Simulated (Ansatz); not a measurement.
ZnS (F-43m), Ansatz (a quantum-chemistry and plane-wave program) with HSE06, rigid bands: band gap 3.46 eV, N_c = 2.38e18 cm⁻³ and N_v = 7.72e19 cm⁻³ at 300 K, conductivity masses of 0.210 mₑ (electrons) and 0.730 mₑ (holes). Take k_BT = 0.02585 eV.

Task: Find the intrinsic carrier density and the intrinsic Fermi level.

Result: n_i = √(N_c N_v) exp(−E_g/2k_BT) = 1.36e19 × exp(−66.92) = 1.2e-10 cm⁻³. The level lies (k_BT/2) ln(N_v/N_c) = 45 meV from mid-gap (positive towards the conduction band). Each 0.1 eV added to the gap lowers n_i by a factor of 6.9.

Task: A film of it is 8 nm thick. Estimate the confinement energies in an infinite well.

Result: ħ²π²/(2m t²) = 0.376 eV·nm²/(m/mₑ × t²) gives 28.0 meV for electrons and 8.05 meV for holes, so the gap would widen to about 3.50 eV. Finite barriers and nonparabolic bands lower this, and with several valleys or bands the heaviest mass along the normal sets the lowest level, not this average.

Task: What thermal injection velocity √(2k_BT/πm) limits a ballistic channel?

Result: 1.17e7 cm/s for electrons and 6.30e6 cm/s for holes, a ratio of √(m_h/m_e) = 1.86, for dilute carriers.

Rigid, parabolic bands with the computed gap; masses take one relaxation time for all states. Spin-orbit coupling is left out; where it splits the top of the valence band, N_v and the p-type Seebeck coefficient come out somewhat high without it. Geometry: cell and atoms relaxed with PBEsol.
